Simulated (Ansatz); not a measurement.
Consider AlN in the zinc blende structure (space group F-43m, No. 216; a = 4.403 Å).

Structures relaxed with PBE, PAW, 420 eV (Ansatz, an electronic-structure program; no spin-orbit coupling).

Base:

Simulated powder pattern, Cu Kα, λ = 1.54184 Å (kinematic, ideal powder, no thermal factors, no anomalous dispersion; the 8 strongest lines at most, above 2 %, up to 2θ = 90°):

```csv
2θ (°),I/Imax (%),hkl
35.31,100,(111)
40.99,11,(200)
59.37,50,(220)
71.00,33,(311)
74.67,3.5,(222)
88.91,7.3,(400)
```

After one change:

Simulated powder pattern, Cu Kα, λ = 1.54184 Å (kinematic, ideal powder, no thermal factors, no anomalous dispersion; the 8 strongest lines at most, above 2 %, up to 2θ = 90°):

| 2θ (°) | I/Imax (%) |
|---|---|
| 35.86 | 100 |
| 41.65 | 11 |
| 60.36 | 49 |
| 72.25 | 33 |
| 76.01 | 3.5 |

**Question.** Name the change that was made.
A) isotropic strain −1.00 %
B) isotropic strain −0.50 %
C) isotropic strain −1.50 %
D) isotropic strain +1.00 %

**Answer.** C, isotropic strain −1.50 %. Its volume per atom is 10.20 Å³ against 10.67 Å³, and its space group is F-43m (No. 216).

Whether these cells are dynamically stable was not tested. This is not the structure that AlN has at room temperature and ambient pressure.
